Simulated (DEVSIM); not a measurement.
System: Co/HfO2/p-Si capacitor, at 300 K.

```csv
layer (left to right),material,thickness (nm),Na (cm⁻³)
1,HfO2,4.90,-
2,Si,4100,2e16
```

Metal gate on the left, work function 5 eV. Fixed charge at the semiconductor interface 0 cm⁻² (in units of +e); no interface traps.

This is a model device: material constants are rounded textbook-type values typed into the input, and sizes, dopings and lifetimes were drawn at random. Values at 300 K; Nc and Nv go as T^1.5, mobilities as T to minus their exponent, the gap by Varshni's rule with the affinity fixed.

```
parameter         HfO2        Si
----------------  ----  --------
gap (eV)           5.7     1.124
affinity (eV)      2.5      4.05
permittivity        22      11.7
Nc (cm⁻³)            -   2.86e19
Nv (cm⁻³)            -    3.1e19
Varshni α (eV/K)     -  0.000473
Varshni β (K)        -       636
```

Simulated with DEVSIM: 1D Poisson equation in equilibrium, Boltzmann statistics, complete ionisation; no quantum confinement or tunnelling. Metal contacts follow the ideal Schottky-Mott rule: no Fermi-level pinning, no interface dipoles.

The temperature was swept, all else fixed.

```csv
temperature (K),threshold voltage (band bending 2φF) (V),flat-band voltage (V),minimum of the low-frequency capacitance (μF/cm²)
250,0.82,-0.03,0.0485
300,0.78,0.02,0.0526
350,0.74,0.07,0.0580
400,0.70,0.12,0.0645
450,0.66,0.18,0.0776
500,0.62,0.23,0.0914
```

From the first row to the last the threshold voltage (band bending 2φF) goes from 0.82 to 0.62. From the first row to the last the flat-band voltage goes from -0.03 to 0.23.
